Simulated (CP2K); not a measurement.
Band structure of LaN (P6_3mc, 4 atoms in the cell).

```yaml
crystal:
  lattice:
    - [4.13622, 0.00000, 0.00000]
    - [-2.06811, 3.58207, 0.00000]
    - [0.00000, 0.00000, 5.92259]
  atoms:
    - { symbol: La, position: [0.33333, 0.66667, 0.99755] }
    - { symbol: La, position: [0.66667, 0.33333, 0.49755] }
    - { symbol: N, position: [0.33333, 0.66667, 0.41245] }
    - { symbol: N, position: [0.66667, 0.33333, 0.91245] }
```

Method: PBEsol, GPW, DZVP-MOLOPT-SR-GTH basis, GTH-PBE potentials (GTH_POTENTIALS) (CP2K).

Settings: CUTOFF = 500 Ry; REL_CUTOFF = 50 Ry; KPOINTS/SCHEME = MONKHORST-PACK 8 8 5; GAMMA_CENTERED = T; XC_FUNCTIONAL = PBE:PBESOL; La/BASIS_SET = DZVP-MOLOPT-SR-GTH; La/POTENTIAL = GTH-PBE-q11; N/BASIS_SET = DZVP-MOLOPT-SR-GTH; N/POTENTIAL = GTH-PBE-q5; METHOD = GPW; EPS_DEFAULT = 1e-10; EXTRAPOLATION = USE_GUESS; NGRIDS = 5; SCF_GUESS = ATOMIC.

The starting cell comes from a database of computed structures (which also holds hypothetical and non-ambient phases and stackings), without a prior relaxation at this level. Values carry the incompleteness of an atom-centred basis. The potentials were made for another functional than the one used.

### Question
Predict the gap along the standard path and the places of the band edges.

### Answer
The gap along the path is 1.20 eV, from a point between M and K to Γ; the smallest direct gap on it is 1.48 eV.

Levels in eV from the top of the valence band on the SCF mesh, bands 13 to 17:
| point | 13 | 14 | 15 | 16 | 17 |
|---|---|---|---|---|---|
| Γ | -1.72 | -1.72 | -1.48 | -0.49 | 1.20 |
| M | -1.38 | -0.73 | -0.65 | -0.26 | 1.61 |
| K | -1.40 | -1.04 | -1.04 | 0.00 | 1.47 |
| A | -2.13 | -2.13 | -1.96 | -1.96 | 2.72 |
| L | -1.11 | -1.11 | -0.83 | -0.83 | 2.66 |
| H | -1.31 | -1.31 | -0.83 | -0.83 | 2.00 |

Higher empty bands are left out: an atom-centred basis made for the valence describes them poorly.
